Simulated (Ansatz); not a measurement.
MoSe2: Mo → B

Consider MoSe₂ in the 2H-MoS2 type structure (space group P6_3/mmc, No. 194; a = 3.228 Å, c = 12.346 Å; layered, stacked along the Cartesian z axis).

The change: B takes the place of Mo on all its sites, then cell and atoms are relaxed.

Method: PBEsol-D3(BJ), PAW, 420 eV (Ansatz, a quantum-chemistry and plane-wave program; scalar-relativistic without spin-orbit coupling), earlier PAW set. k-mesh 17×17×5 (Γ-centred); smearing 0.05 eV (Fermi–Dirac), for the changed cell.

```
quantity                                     base             changed      shift
-----------------------------  ------------------  ------------------  ---------
volume per atom                          18.56 Å³            15.07 Å³  -3.497 Å³
lattice parameter a                       3.228 Å             3.176 Å   -0.052 Å
c/a ratio                                   3.825               3.258     -0.567
space group                    P6_3/mmc (No. 194)  P6_3/mmc (No. 194)          –
shortest interatomic distance             2.503 Å             2.296 Å   -0.207 Å
band gap                                  0.54 eV                zero          –
```

No phonon test of stability was made. As relaxed here, BSe2 is a hypothetical phase, not in the database extracts checked. All final runs are without spin polarisation.
